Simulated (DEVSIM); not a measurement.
System: illuminated Si n-on-p cell, one wavelength, with a back-surface field, at 300 K.

```tsv
layer (left to right)	material	thickness (μm)	Nd (cm⁻³)	Na (cm⁻³)	τn (s)	τp (s)	absorption coefficient (cm⁻¹)
1	Si	0.0710	8.1e17	-	1.6e-7	1.4e-7	370
2	Si	93.0	-	7.4e16	2.7e-7	2.7e-7	370
3	Si	0.240	-	2.9e18	2.7e-7	2.7e-7	370
```

Left contact: ohmic, minority hole recombination velocity 8000 cm/s. Right contact: ohmic, minority electron recombination velocity 10 cm/s. Voltage is applied to the left contact. Recombination: SRH at mid-gap, radiative, Auger. Gap narrowing is on: ΔEg = 6.92 meV × (l + √(l² + 0.5)), l = ln(N/1.3e17 cm⁻³), shared equally by both band edges. Light enters at the left, 2.3e18 photons cm⁻² s⁻¹, one pass, no reflection. Mobility is μmin + (μ − μmin)/(1 + (N/Nref)^α).

Constants are typed, rounded textbook-type inputs, not results; the design itself was drawn at random and stands for no fabricated device. Values at 300 K.

```tsv
parameter	Si
gap (eV)	1.124
affinity (eV)	4.05
permittivity	11.7
Nc (cm⁻³)	2.86e19
Nv (cm⁻³)	3.1e19
μn (cm²/Vs)	1417
μp (cm²/Vs)	470
μn,min	52
μp,min	45
Nref,n	9.7e16
Nref,p	2.2e17
αn	0.68
αp	0.72
B (cm³/s)	4.7e-15
Cn (cm⁶/s)	2.8e-31
Cp (cm⁶/s)	9.9e-32
```

DEVSIM, 1D drift-diffusion, Boltzmann statistics, complete ionisation; no tunnelling, impact ionisation, image-force lowering or self-heating.

The minority lifetime in layer 2 was swept, all else fixed.

| minority lifetime in layer 2 (s) | fill factor | short-circuit current (mA/cm²) | open-circuit voltage (V) | dark forward voltage at 1 A/cm² (V) |
|---|---|---|---|---|
| 8.1e-9 | 0.81 | 50.6 | 0.566 | 0.648 |
| 2.7e-8 | 0.82 | 81.7 | 0.594 | 0.663 |
| 8.1e-8 | 0.83 | 121 | 0.618 | 0.676 |
| 2.7e-7 | 0.83 | 174 | 0.641 | 0.689 |
| 8.1e-7 | 0.84 | 228 | 0.660 | 0.700 |
| 2.7e-6 | 0.84 | 288 | 0.678 | 0.713 |
| 8.1e-6 | 0.84 | 326 | 0.692 | 0.723 |

From the first row to the last the fill factor goes from 0.81 to 0.84. From the first row to the last the short-circuit current goes from 50.6 to 326.
